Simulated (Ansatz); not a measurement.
Start from GaN in the rock salt structure (space group Fm-3m, No. 225; a = 4.2195 Å; a model cell). Axes: x, y, z lie along the cube axes.

It is then changed as follows: strain tensor (xx, yy, zz, yz, xz, xy) = (+1.36, +1.50, +1.69, +0.04, +0.14, −0.89) %; the atoms relax in the strained cell.

Levels (all Ansatz, a first-principles code, PAW): PBEsol (420 eV, no spin-orbit coupling); r2SCAN (500 eV, no spin-orbit coupling); HSE06 (420 eV, without spin-orbit coupling).

One geometry, relaxed with PBEsol, under each level:

```csv
level,band gap,lowest conduction level above the VBM at special points,electron mass,pressure
PBEsol,0.20 eV,T 0.20 eV; U 0.21 eV; V 0.21 eV; Γ 1.70 eV,"0.45 mₑ along k, 0.17 mₑ across (at T)",-9.39 GPa
r2SCAN,(withheld),(withheld),(withheld),(withheld)
HSE06,1.48 eV,T 1.48 eV; U 1.49 eV; V 1.50 eV; Γ 2.94 eV,–,–
```

Question: Give the withheld r2SCAN results.

Answer: 
- r2SCAN, band gap: 0.77 eV
- r2SCAN, lowest conduction level above the VBM at special points: T 0.77 eV; U 0.78 eV; V 0.79 eV; Γ 2.22 eV
- r2SCAN, electron mass: 0.44 mₑ along k, 0.18 mₑ across (at T)
- r2SCAN, pressure: -10.25 GPa

Single points use the geometry relaxed with PBEsol. Their cutoffs differ, which shifts pressures a little. HSE06 gaps are upper bounds (no full band path). Masses are band curvatures over ±0.01 Å⁻¹ around the edge. Along k means along the line from Γ to the band edge. Whether these cells are dynamically stable was not tested. The base started in Pnma and relaxed to Fm-3m at this level. This is not the structure that GaN has at room temperature and ambient pressure. The zero or small gap of GaN under strain tensor (xx, yy, zz, yz, xz, xy) = (+1.36, +1.50, +1.69, +0.04, +0.14, −0.89) % can change with the level of theory. Labels are those of the standard path for the cell's own space group.
